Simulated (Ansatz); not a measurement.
**Hypothetical diamond Sb: pressure series**

Base system: Sb in the diamond structure (space group Fd-3m, No. 227; a = 6.8672 Å; a hypothetical phase, not in the database extracts checked).

Cell and atoms are relaxed at each pressure.

Level of theory: PBEsol in Ansatz (plane waves to 420 eV, PAW, no SOC).

Two rows of this table had their results exchanged by mistake.

```
pressure          volume per atom (Å³)  shortest distance (Å)  band gap
----------------  --------------------  ---------------------  --------
pressure −2 GPa                  43.25                  3.040      zero
pressure −1 GPa                  41.76                  3.005      zero
pressure 0.3 GPa                 40.14                  2.965      zero
pressure 0.7 GPa                 39.70                  2.954      zero
pressure 1.5 GPa                 38.89                  2.934      zero
pressure 3 GPa                   33.36                  2.788      zero
pressure 5 GPa                   36.08                  2.862      zero
pressure 7.5 GPa                 34.59                  2.822      zero
pressure 10 GPa                  37.54                  2.900      zero
```

**Question.** Which two?

**Answer.** The rows for pressure 3 GPa and pressure 10 GPa: the volume has to fall steadily with pressure, so 37.54 Å³ belongs to pressure 3 GPa and 33.36 Å³ to pressure 10 GPa.

Load acts through the strain it causes; cell and atoms are relaxed under it. No phonon test of stability was made. No other phases were tried under pressure.

Ansatz is a first-principles code.
